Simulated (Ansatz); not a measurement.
TiO2: pressure series

Start from TiO2 in the anatase structure (space group I4_1/amd, No. 141).

```
TiO2
1.0
   -1.88489     1.88489     4.77588
    1.88489    -1.88489     4.77588
    1.88489     1.88489    -4.77588
Ti O
2 4
Direct
  0.50000   0.50000   0.00000
  0.25000   0.75000   0.50000
  0.29247   0.29247   0.00000
  0.04247   0.54247   0.50000
  0.45753   0.95753   0.50000
  0.70753   0.70753   0.00000
```

Cell and atoms are relaxed at each pressure.

All numbers come from Ansatz (an electronic-structure program) PBEsol, no spin-orbit coupling.

Notes on the quantities. enthalpy: H = E + PV relative to the base's energy.

```tsv
case	band gap	enthalpy	lattice parameter a
base	2.11 eV	–	3.770 Å
pressure 1.8 GPa	2.09 eV	+0.13 eV/atom	3.764 Å
pressure 4.2 GPa	2.07 eV	+0.29 eV/atom	3.758 Å
pressure 9 GPa	2.02 eV	+0.62 eV/atom	3.748 Å
pressure 18 GPa	___	+1.21 eV/atom	___
pressure 30 GPa	1.73 eV	+1.97 eV/atom	3.717 Å
```

Task: Fill in the withheld entries from the trend.

Result: 
- pressure 18 GPa, band gap: 1.89 eV
- pressure 18 GPa, lattice parameter a: 3.734 Å

Load acts through the strain it causes; cell and atoms are relaxed under it. Stability against distortions was not tested. No other phases were tried under pressure. All final runs are without spin polarisation.
